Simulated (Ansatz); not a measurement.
MgS under a change: x(Se) = 0.333, 6 atoms, Immm

Start from MgS in the rock salt structure (space group Fm-3m, No. 225; a = 5.2031 Å).

The other end (x = 1) is MgSe in the rock salt structure (space group Fm-3m, No. 225): 20.48 Å³/atom, gap 2.48 eV.

One thing is altered: a fraction x = 0.333 of the S sites is given to Se, ordered in a cell of 6 atoms (starting symmetry Immm) and fully relaxed.

Calculations: r2SCAN (Ansatz, an electronic-structure program; PAW; 500 eV plane waves; no SOC). k-mesh 11×11×11 (Γ-centred); smearing 0.05 eV (Fermi–Dirac).

| quantity | base | changed | shift |
|---|---|---|---|
| density | 2.66 g/cm³ | 3.22 g/cm³ | +0.56 g/cm³ |
| shortest interatomic distance | 2.602 Å | 2.585 Å | -0.0163 Å |
| band gap | 3.46 eV | 2.97 eV | -0.49 eV |
| gap character (in this cell's own zone, which can be folded) | – | indirect, X → R | – |
| mixing energy | – | +11 meV/atom | – |
| deviation of the volume from the linear (Vegard-type) interpolation | – | 0.0 % | – |
| bowing parameter b of this ordering, from Eg = [1−x] Eg[0] + x Eg[1] − b x [1−x] | – | 0.7 eV | – |
| mean first-shell distances | – | S–Mg 2.627 Å (end compound 2.602 Å), Se–Mg 2.690 Å (end compound 2.736 Å) | – |

Final structure:

```yaml
crystal:
  lattice:
    - [-1.87012, 2.65010, 5.61744]
    - [1.87012, -2.65010, 5.61744]
    - [1.87012, 2.65010, -5.61744]
  atoms:
    - { symbol: S, position: [0.33351, 0.33351, 0.00000] }
    - { symbol: Se, position: [0.00000, 0.00000, 0.00000] }
    - { symbol: S, position: [0.66649, 0.66649, 0.00000] }
    - { symbol: Mg, position: [0.82537, 0.32537, 0.50000] }
    - { symbol: Mg, position: [0.50000, 0.00000, 0.50000] }
    - { symbol: Mg, position: [0.17463, 0.67463, 0.50000] }
```

These are small ordered cells, not random alloys; other orderings at the same x differ. Stability against distortions was not tested. Labels are those of the standard path for the cell's own space group.
